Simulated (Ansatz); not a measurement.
# Ansatz run on LaFeSi (P4mm, 6 atoms in the cell): self-consistent single point

Method: PBEsol, default PAW files made with PBE (plane waves; Ansatz, a program for electronic structure).

This input was run:

Ansatz 0.2 input:
```yaml
crystal:
  lattice:
    - [4.152851, 0.000000, 0.000000]
    - [0.000000, 4.152851, 0.000000]
    - [0.000000, 0.000000, 7.328169]
  atoms:
    - { symbol: La, position: [0.500000, 0.000000, 0.694953] }
    - { symbol: La, position: [0.000000, 0.500000, 0.311870] }
    - { symbol: Fe, position: [0.000000, 0.000000, 0.000000], spin: 4.0 }
    - { symbol: Fe, position: [0.500000, 0.500000, 0.000000], spin: 4.0 }
    - { symbol: Si, position: [0.500000, 0.000000, 0.165670] }
    - { symbol: Si, position: [0.000000, 0.500000, 0.834330] }
basis:
  ecutwfc: 30.9 Ry
kpoints:
  mp_grid: { grid: [6, 6, 3] }
hamiltonian:
  xc: pbesol
  pseudopotentials: { kind: paw }
magnetization:
  spin_polarized: true
scf:
  occupations: { method: fermi_dirac, width: 0.0073 Ry }
output:
  forces: true
  eigenvalues: true
  stress: true
```

Output (repeated stretches shortened):

```
WARN ansatz: RAYON_NUM_THREADS=1 ignored (pool sized by the plan → 1); use --threads N
Pseudopotentials: kind: paw
Pseudopotential: La, paw, valence charge 11
Pseudopotential: Fe, paw, valence charge 16
Pseudopotential: Si, paw, valence charge 4
Crystal: 6 atoms, lattice volume = 126.383 Å³
Basis set: ecut = 420.4159175005146 eV, 2457 PW (Γ), exchange–correlation on 60×60×100 points (8 copies of the dense FFT grid, shifted against one another)
Bands: 42, of which v1, the nominal top of the filled ones, is band 31 counted from 1 (30 counted from 0)
Symmetry: 8 space group operations
Space group: P4mm (ITA 99), of the structure as read, at distance tolerance 5.0e-5 Å
Magnetic group: BNS 99.163 (UNI 823), of the structure as read, at distance tolerance 5.0e-5 Å
k-points: 20 of 108 (time reversal used)
PAW frozen core: La, regenerated for the run's functional, and the local potential with it
PAW frozen core: Fe, regenerated for the run's functional, and the local potential with it
PAW frozen core: Si, regenerated for the run's functional, and the local potential with it
Initial density: superposition of atomic densities (chi_scale 0.1, normalization cell, long waves kept (reshape's long-wave potential 0.08 eV rms))
Starting moments: Σ|m| = 8 μB on 2 of 6 sites
Initial wavefunctions: pseudopotential atomic-orbital guess
Eigensolver: davidson
Functional: x = pbesol(κ = 0.804, μ = 0.12345679012345678), c = pbesol(β = 0.046)
SCF iter   1: F=—  HF=-22471.330104 eV  |F-HF|=—  |Δ(HF+E_count)|=         —  Δρ=1.52e-1 (↑1.52e-1 ↓2.41e-2)  dr2=3.09e1  dr2_m=6.59e0  M=3.340 μB ∫|m|=5.825 μB  β_m=0.30  ethr=3.10e-3  ⟨swp⟩=5.9  Hψ=6591  notcnv=0
Mixer restart at iter 1: flushing history
all-band conjugate gradients solve this SCF's bands
preconditioner: auto → Kerker (q_TF=auto, 2.423 Å⁻¹)
spin=Collinear: Kerker preconditioning applied to the charge; magnetization (m = ρ↑ − ρ↓) channel mixes plain (no charge-response kernel on spin).
SCF iter   2: F=—  HF=-22464.170315 eV  |F-HF|=—  |Δ(HF+E_count)|=    7.16e0  Δρ=4.68e-2 (↑4.21e-2 ↓4.68e-2)  dr2=4.58e-1  dr2_m=2.17e0  M=4.096 μB ∫|m|=5.450 μB  β_m=0.33  ethr=3.10e-3  ⟨swp⟩=5.6  Hψ=6073  notcnv=0  defer=1
   [... lines left out ...]
SCF iter  18: F=—  HF=-22466.712730 eV  |F-HF|=—  |Δ(HF+E_count)|=   9.61e-8  Δρ=4.06e-6 (↑4.06e-6 ↓3.66e-6)  dr2=5.38e-8  dr2_m=2.64e-9  M=-0.000 μB ∫|m|=0.000 μB  β_m=1.00  ethr=1.62e-10  ⟨swp⟩=2.0  Hψ=2462  notcnv=0
SCF iter  19: F=—  HF=-22466.712730 eV  |F-HF|=—  |Δ(HF+E_count)|=   1.43e-8  Δρ=2.62e-6 (↑1.61e-6 ↓2.62e-6)  dr2=2.38e-8  dr2_m=7.68e-10  M=-0.000 μB ∫|m|=0.000 μB  β_m=0.92  ethr=8.68e-11  ⟨swp⟩=2.7  Hψ=3306  notcnv=0
SCF iter  20: F=—  HF=-22466.712730 eV  |F-HF|=—  |Δ(HF+E_count)|=   3.60e-9  Δρ=1.13e-6 (↑5.57e-7 ↓1.13e-6)  dr2=3.24e-9  dr2_m=2.22e-10  M=-0.000 μB ∫|m|=0.000 μB  β_m=0.96  ethr=3.83e-11  ⟨swp⟩=1.8  Hψ=1981  notcnv=0
SCF iter  21: F=-22466.712730 eV  HF=-22466.712730 eV  |F-HF|=3.64e-11  |Δ(HF+E_count)|=   1.31e-9  Δρ=1.01e-7 (↑1.01e-7 ↓9.09e-8)  dr2=8.46e-12  dr2_m=9.56e-12  M=-0.000 μB ∫|m|=0.000 μB  ethr=5.23e-12  ⟨swp⟩=6.7  Hψ=6625  notcnv=0
SCF 1 converged in 21 iterations: F = -22466.712730 eV  dr2 = 8.46e-12
Crystal: 6 atoms, lattice volume = 126.383 Å³
Starting moments: Σ|m| = 9.74 μB on 4 of 6 sites
SCF iter   1: F=—  HF=-22468.038316 eV  |F-HF|=—  |Δ(HF+E_count)|=         —  Δρ=1.33e-1 (↑1.33e-1 ↓4.66e-2)  dr2=4.54e1  dr2_m=2.96e0  M=6.356 μB ∫|m|=6.672 μB  β_m=0.30  ethr=3.10e-3  ⟨swp⟩=5.9  Hψ=6492  notcnv=0
preconditioner: auto → Kerker (q_TF=auto, 2.423 Å⁻¹)
spin=Collinear: Kerker preconditioning applied to the charge; magnetization (m = ρ↑ − ρ↓) channel mixes plain (no charge-response kernel on spin).
SCF iter   2: F=—  HF=-22467.718108 eV  |F-HF|=—  |Δ(HF+E_count)|=   3.20e-1  Δρ=1.62e-1 (↑2.95e-2 ↓1.62e-1)  dr2=4.00e1  dr2_m=9.30e0  M=3.232 μB ∫|m|=3.737 μB  β_m=0.30  ethr=3.10e-3  ⟨swp⟩=5.9  Hψ=5879  notcnv=0  defer=1
SCF iter   3: F=—  HF=-22466.048371 eV  |F-HF|=—  |Δ(HF+E_count)|=    1.67e0  Δρ=4.31e-2 (↑4.31e-2 ↓3.44e-2)  dr2=1.07e0  dr2_m=1.65e0  M=4.124 μB ∫|m|=4.804 μB  β_m=0.30  ethr=3.10e-3  ⟨swp⟩=5.0  Hψ=4352  notcnv=0  defer=24
SCF iter   4: F=—  HF=-22466.178674 eV  |F-HF|=—  |Δ(HF+E_count)|=   1.30e-1  Δρ=3.61e-2 (↑3.39e-2 ↓3.61e-2)  dr2=1.27e0  dr2_m=1.35e0  M=3.725 μB ∫|m|=4.519 μB  β_m=0.30  ethr=1.73e-3  ⟨swp⟩=3.8  Hψ=2515  notcnv=0  defer=2
SCF iter   5: F=—  HF=-22466.163052 eV  |F-HF|=—  |Δ(HF+E_count)|=   1.56e-2  Δρ=2.81e-2 (↑2.81e-2 ↓1.72e-2)  dr2=3.63e-1  dr2_m=5.76e-1  M=3.725 μB ∫|m|=4.680 μB  β_m=0.30  ethr=1.73e-3  ⟨swp⟩=5.9  Hψ=3691  notcnv=0  defer=9
SCF iter   6: F=—  HF=-22466.212608 eV  |F-HF|=—  |Δ(HF+E_count)|=   4.96e-2  Δρ=2.80e-2 (↑1.92e-2 ↓2.80e-2)  dr2=1.63e-1  dr2_m=6.44e-1  M=3.355 μB ∫|m|=4.358 μB  β_m=0.30  ethr=5.86e-4  ⟨swp⟩=3.9  Hψ=2836  notcnv=0  defer=1
SCF iter   7: F=—  HF=-22466.268921 eV  |F-HF|=—  |Δ(HF+E_count)|=   5.63e-2  Δρ=2.27e-2 (↑2.27e-2 ↓1.46e-2)  dr2=1.17e-1  dr2_m=4.01e-1  M=3.238 μB ∫|m|=4.359 μB  β_m=0.30  ethr=2.62e-4  ⟨swp⟩=2.9  Hψ=2646  notcnv=0  defer=2
   [... lines left out ...]
spin-set hold released at iteration 8 (site moments contracting)
iter 24 did not close the SCF: its close was put off for a magnetic moment that had not settled (scf_convergence_deferred on its scf_iter line)
iter 26 did not close the SCF: its close was put off for a magnetic moment that had not settled (scf_convergence_deferred on its scf_iter line)
WARN: the starting moments were not kept: the SCF closed with an absolute magnetisation of 2.7e-5 μB, where they sum to 8 μB in size (2 sites) …
Absolute magnetization: 0.0000 μB (∫|ρ↑−ρ↓|, with the PAW one-centre terms)
Free energy (F): -22466.712730 eV
Fermi energy:    11.649070 eV
   [... lines left out ...]
--- Stress (GPa, compression-positive) ---
       -8.617212       0.000000      -0.000000
        0.000000      -8.617212       0.000000
        0.000000       0.000000      -9.129528
  P = ⅓ Tr σ = -8.7880 GPa (-87.880 kbar)
  The stress holds the Pulay correction. Without it, at fixed plane waves, as pw.x and ABINIT print it: P = -8.8109 GPa
--- Band table (eV; the first three rows and the last of 40) ---
  k-point 0 ↑: bands = ["-74.4045", "-74.3976", "-40.7075", "-40.7075", "-40.6646", "-40.6646", "-40.4869", "-40.4776", "-20.6208", "-20.5266", "-4.6180", "-4.2961", "-4.2961", "-4.2182", "-4.1417", "-4.1417", "2.7545", "4.3691", "7.9220", "8.9603", [...]
  k-point 1 ↑: bands = ["-74.4045", "-74.3976", "-40.7075", "-40.7075", "-40.6646", "-40.6646", "-40.4869", "-40.4776", "-20.6194", "-20.5280", "-4.5560", "-4.2957", "-4.2957", "-4.2949", "-4.1422", "-4.1422", "2.9332", "4.3039", "7.7908", "8.4333", [...]
  k-point 2 ↑: bands = ["-74.4040", "-74.3981", "-40.7048", "-40.7046", "-40.6677", "-40.6675", "-40.4862", "-40.4782", "-20.6131", "-20.5232", "-4.5838", "-4.4307", "-4.2765", "-4.2616", "-4.1888", "-4.1389", "3.0009", "4.4839", "8.1904", "8.9486", [...]
  k-point 19 ↓: bands = ["-74.4010", "-74.4010", "-40.7136", "-40.7117", "-40.6617", "-40.6597", "-40.4821", "-40.4821", "-20.5683", "-20.4922", "-4.6474", "-4.6474", "-4.4326", "-4.4326", "-4.3380", "-4.2864", "4.3193", "4.3550", "7.4303", [...]
```

The run converged, with 48 iterations in all over 2 SCF loops.

The starting cell comes from a database of computed structures (which also holds hypothetical and non-ambient phases and stackings), without a prior relaxation at this level. Its lattice was rescaled by up to half a per cent. One atom was moved a little off its site on purpose. The starting moments vanished: the run ended non-magnetic, which need not be the lowest state. The program warned that a starting moment was not kept. With a pressure of about -9 GPa the cell is away from its equilibrium volume at this level. Forces in this geometry exceed 1 eV/Å. Ansatz's pressure includes its estimate of the finite-basis (Pulay) stress.

Cost on one core of a shared machine: roughly 3 min.
